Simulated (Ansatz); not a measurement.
An Ansatz (a quantum-chemistry and plane-wave program) run: WS2 with a change (x(Re) = 0.25, 12 atoms, Pmm2); r2SCAN+rVV10 (Ansatz, PAW, spin-orbit coupling left out).

Input:

Ansatz 0.2 input:
```yaml
crystal:
  lattice:
    - [3.1669890595, 0, 0]
    - [0, 12.448699961, 0]
    - [0, 0, 5.4932885064]
  atoms:
    - { symbol: Re, position: [0, 0, 0.3510664223] }
    - { symbol: W, position: [0.5, 0, 0.8157505445] }
    - { symbol: W, position: [0.5, 0.5, 0.1667067691] }
    - { symbol: W, position: [0, 0.5, 0.6664702444] }
    - { symbol: S, position: [0, 0.3743532912, 0.3332287052] }
    - { symbol: S, position: [0.5, 0.3744139789, 0.8334778879] }
    - { symbol: S, position: [0.5, 0.8795802522, 0.1659620817] }
    - { symbol: S, position: [0, 0.8710445178, 0.667334335] }
    - { symbol: S, position: [0.5, 0.1204197478, 0.1659620817] }
    - { symbol: S, position: [0, 0.1289554822, 0.667334335] }
    - { symbol: S, position: [0, 0.6256467088, 0.3332287052] }
    - { symbol: S, position: [0.5, 0.6255860211, 0.8334778879] }
basis: { ecutwfc: 500, ecutrho_ratio: 4, xc_grid: 4, fft_grid_basis: typed }
kpoints: { mp_grid: { grid: [15, 4, 9] } }
hamiltonian:
  xc: r2scan
  dispersion: rvv10
  pseudopotentials: { kind: paw }
scf: { occupations: { method: fermi_dirac, width: 0.05 }, convergence: { dr2_threshold: 0.0000000012 } }
output: { forces: true, stress: true }
checkpoint: { write: state.ck, write_every: 1000 }
```

Output:

```
WARN ansatz: RAYON_NUM_THREADS=1 ignored (pool sized by the plan → 1); use --threads N
Pseudopotentials: kind: paw
Pseudopotential: Re, paw, valence charge 15
Pseudopotential: W, paw, valence charge 14
Pseudopotential: S, paw, valence charge 6
Functional definition: r2SCAN+rVV10
Crystal: 12 atoms, lattice volume = 216.572 Å³
Basis set: ecut = 500 eV, 5523 PW (Γ), exchange–correlation on 96×384×180 points (64 copies of the dense FFT grid, shifted against one another)
Bands: 65, of which v1, the nominal top of the filled ones, is band 53 counted from 1 (52 counted from 0)
Symmetry: 4 space group operations
Space group: Pmm2 (ITA 25), of the structure as read, at distance tolerance 6.0e-5 Å
k-points: 120 of 540 (time reversal used)
rVV10 density: all electrons in the spheres
PAW frozen core: Re, regenerated for the run's functional
PAW frozen core: W, regenerated for the run's functional
PAW frozen core: S, regenerated for the run's functional
Initial density: superposition of atomic densities (neutral atoms: chi_scale 0, normalization atom), corrected by the library's trained network
Initial wavefunctions: pseudopotential atomic-orbital guess
Eigensolver: davidson
Functional: x = r2scan, c = r2scan + rvv10(b = 11.95, C = 0.0093); τ floored in thin density (d = 2e-4 eV/Å³)
SCF iter   1: F=—  HF=-49312.497096 eV  |F-HF|=—  |Δ(HF+E_count)|=         —  Δρ=9.33e-3  dr2=1.73e-1  dr2_τ=3.65e-1  ethr=1.77e-3  ⟨swp⟩=7.5  Hψ=33402  notcnv=0
all-band conjugate gradients solve this SCF's bands
preconditioner: auto → LDOS
SCF iter   2: F=—  HF=-49312.828435 eV  |F-HF|=—  |Δ(HF+E_count)|=   3.31e-1  Δρ=8.42e-3  dr2=3.48e-1  dr2_τ=2.73e-2  ethr=1.64e-4  ⟨swp⟩=3.0  Hψ=17178  notcnv=0  defer=226
SCF iter   3: F=—  HF=-49312.785732 eV  |F-HF|=—  |Δ(HF+E_count)|=   4.27e-2  Δρ=4.37e-3  dr2=1.28e-1  dr2_τ=6.95e-3  ethr=1.64e-4  ⟨swp⟩=3.4  Hψ=15769  notcnv=0  defer=234
SCF iter   4: F=—  HF=-49312.765734 eV  |F-HF|=—  |Δ(HF+E_count)|=   2.00e-2  Δρ=1.11e-3  dr2=4.80e-3  dr2_τ=3.45e-4  ethr=1.22e-4  ⟨swp⟩=2.1  Hψ=11460  notcnv=0  defer=245
SCF iter   5: F=—  HF=-49312.765854 eV  |F-HF|=—  |Δ(HF+E_count)|=   1.20e-4  Δρ=9.69e-4  dr2=6.55e-3  dr2_τ=4.57e-4  ethr=4.57e-6  ⟨swp⟩=2.0  Hψ=12604  notcnv=0  defer=240
SCF iter   6: F=—  HF=-49312.765021 eV  |F-HF|=—  |Δ(HF+E_count)|=   8.33e-4  Δρ=1.69e-4  dr2=1.21e-4  dr2_τ=2.23e-5  ethr=4.57e-6  ⟨swp⟩=2.0  Hψ=10377  notcnv=0  defer=240
SCF iter   7: F=—  HF=-49312.765022 eV  |F-HF|=—  |Δ(HF+E_count)|=   7.20e-7  Δρ=8.43e-5  dr2=2.45e-5  dr2_τ=1.20e-6  ethr=1.15e-7  ⟨swp⟩=2.0  Hψ=11052  notcnv=0  defer=240
SCF iter   8: F=—  HF=-49312.765025 eV  |F-HF|=—  |Δ(HF+E_count)|=   3.72e-6  Δρ=3.89e-5  dr2=8.33e-6  dr2_τ=1.84e-7  ethr=2.33e-8  ⟨swp⟩=2.0  Hψ=11249  notcnv=0  defer=240
SCF iter   9: F=—  HF=-49312.765145 eV  |F-HF|=—  |Δ(HF+E_count)|=   1.19e-4  Δρ=1.67e-5  dr2=1.22e-6  dr2_τ=5.24e-8  ethr=7.94e-9  ⟨swp⟩=2.0  Hψ=11460  notcnv=0  defer=240
SCF iter  10: F=—  HF=-49312.765145 eV  |F-HF|=—  |Δ(HF+E_count)|=   1.50e-7  Δρ=6.25e-6  dr2=8.58e-8  dr2_τ=9.09e-9  ethr=1.16e-9  ⟨swp⟩=2.0  Hψ=11344  notcnv=0  defer=240
SCF iter  11: F=—  HF=-49312.765145 eV  |F-HF|=—  |Δ(HF+E_count)|=   1.79e-8  Δρ=2.08e-6  dr2=8.96e-9  dr2_τ=6.75e-10  ethr=8.17e-11  ⟨swp⟩=2.0  Hψ=11171  notcnv=0  defer=240
SCF iter  12: F=-49312.765145 eV  HF=-49312.765145 eV  |F-HF|=1.02e-10  |Δ(HF+E_count)|=   4.45e-9  Δρ=6.20e-7  dr2=7.69e-10  dr2_τ=9.85e-11  ethr=1.14e-12  ⟨swp⟩=3.0  Hψ=32716  notcnv=0
SCF 1 converged in 12 iterations: F = -49312.765145 eV  dr2 = 7.69e-10
SCF converged after 12 iterations
Free energy (F): -49312.765145 eV
Harris-Foulkes:  -49312.765145 eV  (|F-HF|=1.02e-10)
Internal energy: -49312.738193 eV  (E = F + TS)
E sigma→0 (E₀):  -49312.751669 eV
Entropy (-TS):   -0.026952 eV (-2.246 meV/atom)
Fermi energy:    12.145596 eV
--- Per-component energies (eV) ---
  E_band       = -886.147329
  E_kinetic    = 2755.043886
  E_local      = -7665.195200  (includes V_loc(G=0)·N_el)
  E_nonlocal   = 280.470231
  E_hartree    = 3055.346034
  E_xc         = -1854.196066
  E_vxc        = -1877.830952  (∫ρ·V_xc dr)
  E_paw        = -39344.746793  (= ΣΔE_a)
  E_vpaw       = -582.540933  (= ΣTr[D̂ρ^β])
  E_aug_tail   = -0.000271  (compensation charges beyond the density's cutoff)
  E_vtau       = 93.214722  (kinetic-family band-sum trace: ∫τ·v_τ [+ j·A + Jᵃ·Aᵃ] dr)
  E_ewald      = -6536.347162
  E_core_change = -3.112851  (= ΣΔE_core)
  E_smearing   = -0.026952  (= −TS)
  E_closure    = 0.000000  (closes the sum)
  Σ components = -49312.765145   (vs F -49312.765145, Δ=0.00e0)
  [band-id]    e_kinetic+e_local+e_nonlocal+2·e_hartree+e_vxc+e_vpaw+e_augmentation_tail+e_vtau = -886.146451   (vs E_band -886.147329, Δ=8.78e-4)
--- Forces (eV/Å), atoms counted from 1 ---
  atom   1  Re     0.00000000     0.00000000     0.00415020
  atom   2  W      0.00000000     0.00000000    -0.00126826
  atom   3  W      0.00000000     0.00000000     0.00091867
  atom   4  W      0.00000000     0.00000000     0.00094770
  atom   5  S      0.00000000    -0.00014466    -0.00044521
  atom   6  S     -0.00000000    -0.00042023    -0.00050441
  atom   7  S      0.00000000     0.00030898    -0.00128898
  atom   8  S      0.00000000    -0.00008132    -0.00014107
  atom   9  S      0.00000000    -0.00030898    -0.00128898
  atom  10  S      0.00000000     0.00008132    -0.00014107
  atom  11  S      0.00000000     0.00014466    -0.00044521
  atom  12  S     -0.00000000     0.00042023    -0.00050441
  max |Σ_I F_I| component: 1.10e-5 eV/Å
--- Stress (GPa, compression-positive) ---
       -0.005941       0.000000       0.000000
        0.000000      -0.006581       0.000000
        0.000000       0.000000       0.001006
  P = ⅓ Tr σ = -0.0038 GPa (-0.038 kbar)
  The stress holds the Pulay correction. Without it, at fixed plane waves, as pw.x and ABINIT print it: P = -0.0442 GPa
  The stress includes an estimate of the error left by incomplete SCF convergence (largest component -0.0002 GPa).
--- Band table ---
  band table: none
```

Each cell is one ordered arrangement of few atoms, which overstates ordering effects compared with a random alloy. Whether these cells are dynamically stable was not tested. All final runs are without spin polarisation. An odd electron count without spin: ReW3S8. The cell was made from WS2 by this change: x(Re) = 0.25, 12 atoms, Pmm2.
